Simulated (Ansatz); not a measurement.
A self-consistent single point of Al3Ni2 (P3m1, 5 atoms in the cell) with Ansatz (a first-principles code).

Method: LDA (PW92), default PAW files made with PBE (plane waves; Ansatz).

```
Al3Ni2
1.0
    4.00618     0.00000     0.00000
   -2.00309     3.46946     0.00000
    0.00000     0.00000     4.89550
Al Ni
3 2
Direct
  0.00000   0.00000   0.01021
  0.33333   0.66667   0.64808
  0.66667   0.33333   0.35192
  0.33333   0.66667   0.14657
  0.66667   0.33333   0.85343
```

Reference input (self-consistent single point, DFT, LDA (PW92), plane waves, default PAW files made with PBE): basis.ecutwfc = 30.9 Ry; kpoints.mp_grid.grid = 10 10 7; hamiltonian.xc = lda; hamiltonian.pseudopotentials = {kind: paw} (the program's default PAW files); scf.occupations.method = fermi_dirac; scf.occupations.width = 0.0073 Ry. This run's input differs from it in these lines:

Ansatz 0.2 input:
```diff
@@ -15,3 +15,3 @@
   mp_grid:
-    grid: [10, 10, 7]
+    grid: [16, 16, 12]
 hamiltonian:
@@ -22,4 +22,4 @@
   occupations:
-    method: fermi_dirac
-    width: 0.0073 Ry
+    method: gaussian
+    width: 0.0367 Ry
 output:
```

Output (repeated stretches shortened):

```
SCF iter   1: F=—  HF=-13088.730933 eV  |F-HF|=—  |Δ(HF+E_count)|=         —  Δρ=8.72e-3  dr2=2.38e-2  ethr=1.77e-3  ⟨swp⟩=5.4  Hψ=36948  notcnv=0
all-band conjugate gradients solve this SCF's bands
preconditioner: auto → Kerker (q_TF=auto, 2.547 Å⁻¹)
SCF iter   2: F=—  HF=-13088.724392 eV  |F-HF|=—  |Δ(HF+E_count)|=   6.54e-3  Δρ=2.96e-3  dr2=7.23e-3  ethr=5.29e-5  ⟨swp⟩=2.7  Hψ=18741  notcnv=0
SCF iter   3: F=—  HF=-13088.722974 eV  |F-HF|=—  |Δ(HF+E_count)|=   1.42e-3  Δρ=1.27e-3  dr2=2.24e-3  ethr=1.61e-5  ⟨swp⟩=1.0  Hψ=8755  notcnv=0
SCF iter   4: F=—  HF=-13088.722415 eV  |F-HF|=—  |Δ(HF+E_count)|=   5.59e-4  Δρ=2.08e-4  dr2=5.69e-5  ethr=4.98e-6  ⟨swp⟩=2.3  Hψ=13070  notcnv=0
SCF iter   5: F=—  HF=-13088.722407 eV  |F-HF|=—  |Δ(HF+E_count)|=   7.65e-6  Δρ=6.80e-5  dr2=6.15e-6  ethr=1.26e-7  ⟨swp⟩=2.2  Hψ=12581  notcnv=0
SCF iter   6: F=—  HF=-13088.722406 eV  |F-HF|=—  |Δ(HF+E_count)|=   1.28e-6  Δρ=2.31e-5  dr2=3.55e-7  ethr=1.37e-8  ⟨swp⟩=2.3  Hψ=12988  notcnv=0
SCF iter   7: F=-13088.722406 eV  HF=-13088.722406 eV  |F-HF|=4.61e-8  |Δ(HF+E_count)|=   1.08e-8  Δρ=1.16e-5  dr2=6.07e-8  ethr=2.22e-10  ⟨swp⟩=6.0  Hψ=40474  notcnv=0
SCF 1 converged in 7 iterations: F = -13088.722406 eV  dr2 = 6.07e-8
Free energy (F): -13088.722406 eV
Internal energy: -13088.546926 eV  (E = F + TS)
E sigma→0 (E₀):  -13088.634666 eV
Entropy (-TS):   -0.175480 eV (-35.096 meV/atom)
Fermi energy:    11.008780 eV
--- Forces (eV/Å), atoms counted from 1 ---
  atom   1  Al     0.00000000    -0.00000000    -0.20160471
  atom   2  Al     0.00000000    -0.00000000     0.12994942
  atom   3  Al    -0.00000000     0.00000000    -0.00201560
  atom   4  Ni     0.00000000     0.00000000    -0.02364083
  atom   5  Ni     0.00000000    -0.00000000     0.09728630
--- Stress (GPa, compression-positive) ---
       -4.739317       0.000000       0.000000
        0.000000      -4.739317       0.000000
        0.000000      -0.000000      -6.436295
  P = ⅓ Tr σ = -5.3050 GPa (-53.050 kbar)
  The stress holds the Pulay correction. Without it, at fixed plane waves, as pw.x and ABINIT print it: P = -5.3869 GPa
```

The run converged in 7 iterations. Against the reference run the free energy drops by 12.0 meV/atom, the pressure goes from -5.45 to -5.30 GPa and the largest force moves little (0.204 to 0.202 eV/Å).

The starting cell comes from a database of computed structures (which also holds hypothetical and non-ambient phases and stackings), without a prior relaxation at this level. Its lattice was rescaled by up to half a per cent. One atom was moved a little off its site on purpose. Spin polarisation is off. With a pressure of about -5 GPa the cell is away from its equilibrium volume at this level. Ansatz's pressure includes its estimate of the finite-basis (Pulay) stress.

Cost on one core of a shared machine: roughly 30 s.
